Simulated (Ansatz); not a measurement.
Antifluorite K2S was calculated with PBE in Ansatz (PAW).

Settings: plane-wave cutoff 520 eV, 8×8×8 k mesh, perturbation theory, force constants from a 4×4×4 q mesh, scalar-relativistic PAW data made under PBE.

Q: What does this level give for the electronic dielectric constant ε∞, dielectric constant ε0 (ions relaxed) and zero-point energy?

A: 
* **electronic dielectric constant ε∞**: 3.10
* **dielectric constant ε0 (ions relaxed)**: 6.39
* **zero-point energy**: 0.022 eV/atom

It cost roughly 8 core-minutes of CPU time.

Ansatz is a first-principles code.
